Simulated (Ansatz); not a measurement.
Structures of equal composition on the (100) surface of fcc Cu: a layer of Ge in place of the second plane; a layer of Ge in place of the third plane. The slabs share one bottom face, and each structure is named by its start. These are constructed structures in small cells; real faces may alloy, dewet or reconstruct in larger ones, and not all known structures of the face are among them. Slabs of about 9 Å with all that they carry, Fermi-Dirac smearing of 0.1 eV. Bottom of the slabs: a bare face, its two planes held. Relaxed from the named starts with such symmetry as they have, on meshes of like density; energies extrapolated to zero smearing; no spin-orbit coupling, no U. Spin-polarised runs, if any, are marked in brackets, and their order is one that fits the cell; the others ran without spin.

Method: PBE (plane waves to 420 eV, PAW; Ansatz, an electronic-structure program).

Rank these by energy per 1x1 cell (lowest first), as PBE gives it.

a layer of Ge in place of the second plane (0.000 eV), a layer of Ge in place of the third plane (0.035 eV)
